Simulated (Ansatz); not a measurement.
# Effect of As on a Pt site on PtGe

Consider a 16-atom supercell of PtGe (space group Pnma, No. 62; a = 5.819 Å, b = 3.757 Å, c = 6.175 Å) at its relaxed geometry.

It is then changed as follows: one Pt atom is replaced by As, atoms relaxed at fixed cell, starting from a slightly rattled geometry.

Level of theory: Ansatz (a first-principles code) PBE, without spin-orbit coupling. Γ-centred 6×6×6 mesh, Fermi–Dirac width 0.05 eV.

The pressure increases by 4.5 GPa to 4.6 GPa and the largest displacement of a host atom from its site in the perfect cell is 0.22 Å. The shift of the substituted atom off its lattice site comes out as 0.32 Å.

Final structure:

```
CELL_PARAMETERS angstrom
      5.81870    -3.75708     0.00000
      5.81870     3.75708     0.00000
      0.00000    -3.75708     6.17516
ATOMIC_POSITIONS crystal
  As 0.26758 0.75142 0.23397
  Pt 0.77843 0.22029 0.19218
  Pt 0.98429 0.53108 0.29698
  Pt 0.46990 0.01436 0.29464
  Pt 0.21810 0.77270 0.80412
  Pt 0.71862 0.27221 0.80423
  Pt 0.53283 0.96116 0.68767
  Pt 0.02370 0.47034 0.68766
  Ge 0.67667 0.50844 0.58192
  Ge 0.16831 0.03300 0.61480
  Ge 0.76154 0.92348 0.91208
  Ge 0.26828 0.42404 0.90585
  Ge 0.81295 0.99551 0.41404
  Ge 0.33174 0.47679 0.41395
  Ge 0.75658 0.56068 0.07853
  Ge 0.23236 0.08488 0.07852
```

In so small a cell the defect repeats every few ångströms: this is an ordered compound, not a dilute defect. All final runs are without spin polarisation. The defect cell is not spin-polarised.
